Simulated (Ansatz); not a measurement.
Consider a periodic stack without vacuum, bcc Ta (1 1 1) on zinc-blende CdTe (1 1 1) (film strained to the substrate, started from cuts of the bulks and a machine-learned relaxation; slabs Cd4Te4 and Ta10, which can lie off the formulas): substrate slab Cd4Te4, film Ta10, surface cells [[0, 1], [-1, 0]] and [[0, -1], [1, 0]], film strained by -0.3 and -0.3 %, outermost planes Te/Cd and Ta/Ta as cut, which need not be the usual terminations and can put a slab off its formula. Its start:

```yaml
crystal:
  lattice:
    - [4.68105, 0.00000, -0.05677]
    - [-2.34052, 4.05391, 0.00122]
    - [-1.14110, -0.86959, 25.59971]
  atoms:
    - { symbol: Cd, position: [0.09398, 0.94501, 0.14324] }
    - { symbol: Cd, position: [0.46519, 0.64245, 0.28815] }
    - { symbol: Cd, position: [0.83729, 0.33458, 0.44073] }
    - { symbol: Cd, position: [0.57227, 0.22283, 0.58445] }
    - { symbol: Te, position: [0.09415, 0.99971, 0.00592] }
    - { symbol: Te, position: [0.44082, 0.61973, 0.17433] }
    - { symbol: Te, position: [0.81530, 0.31881, 0.32657] }
    - { symbol: Te, position: [0.18334, 0.00938, 0.47851] }
    - { symbol: Ta, position: [0.93821, 0.90875, 0.66401] }
    - { symbol: Ta, position: [0.25884, 0.56778, 0.63554] }
    - { symbol: Ta, position: [0.30445, 0.59531, 0.74086] }
    - { symbol: Ta, position: [0.62235, 0.25246, 0.70110] }
    - { symbol: Ta, position: [0.67199, 0.28184, 0.81481] }
    - { symbol: Ta, position: [0.98706, 0.93791, 0.77692] }
    - { symbol: Ta, position: [0.03959, 0.96816, 0.89100] }
    - { symbol: Ta, position: [0.35629, 0.62540, 0.85289] }
    - { symbol: Ta, position: [0.40490, 0.65335, 0.96045] }
    - { symbol: Ta, position: [0.72221, 0.31077, 0.92643] }
```

The start was prepared with a machine-learned potential, and the result is one local minimum, with the in-plane cell held and forces under 0.04 eV/Å; the film can end far from its bulk form.

The numbers are results of PBE (plane waves to 420 eV, PAW; Ansatz, a first-principles code), not measurements. Scalar-relativistic, without spin–orbit coupling; the runs are not spin-polarised. Its k-point mesh 8×8×1, Fermi–Dirac width 0.05 eV.

Problem. Predict the relaxed interface.

Solution. 
- interface area: 19.0 Å²
- period: 24.36 Å
- heights between the nearest atoms of the two slabs at the two interfaces: 1.36 and 1.09 Å
- Cd–Ta contacts across the interfaces within 1.22 times the sum of covalent radii: 8, mean 3.18 Å
- Ta–Te contacts across the interfaces within 1.22 times the sum of covalent radii: 7, mean 3.08 Å
